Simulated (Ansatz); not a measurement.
Results of PBEsol (Ansatz, a program for electronic structure, plane waves, PAW) for CeF3 (within 0.1 Å of P-3c1, No. 165; cell taken from a computed entry).

Numerical settings: plane-wave cutoff 500 eV, 8×8×6 k mesh (along the axes of the cell as run), Fermi–Dirac smearing 0.05 eV, spin-polarised start, scalar-relativistic PAW data made under PBE.

Computed at the level's own relaxed cell.

Question: Predict the equilibrium volume per atom.

Answer: 
* **equilibrium volume per atom**: 13.02 Å³/atom

Note: the magnetic order was assumed, not searched for or taken from measurement; the 4f shell is treated without U or exact exchange, so its levels and filling can be wrong.

Spin–orbit coupling is not included.

Computed values are for the static lattice.
